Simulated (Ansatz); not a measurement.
Density of states of GaS (P6_3/mmc) above the conduction band minimum, PBEsol+D3BJ, rigid bands run with Ansatz (a quantum-chemistry and plane-wave program); cell volume 162.7 Å³.

(energy from edge (eV), 10⁻³ states/eV/cell): (0.006, 260); (0.031, 437); (0.056, 514); (0.081, 659); (0.106, 766); (0.131, 858); (0.156, 939); (0.181, 1020); (0.206, 1090); (0.231, 1190); (0.256, 1340); (0.281, 1460); (0.319, 1630); (0.344, 1740); (0.369, 1860); (0.394, 1980); (0.419, 2110); (0.444, 2280); (0.469, 2360); (0.494, 2490); (0.519, 2630); (0.544, 2800); (0.569, 2990); (0.594, 3220)

What effective density of states at 300 K does this give (∫ g(E) exp(−E/k_BT) dE, both spins, divided by the cell's size)?

6.0e19 cm⁻³, a density-of-states mass of 1.80 mₑ, valleys and band degeneracy included.

Spin-orbit coupling is left out. Geometry: cell and atoms relaxed with PBEsol+D3(BJ).

Formula and space group known from diffraction (Crystallography Open Database), not checked to be the room-temperature form: GaS (P6_3/mmc). PBEsol with a dispersion correction tends to overbind, so the cell can be several per cent short, in bad cases over ten, which usually narrows a gap: GaS (P6_3/mmc).
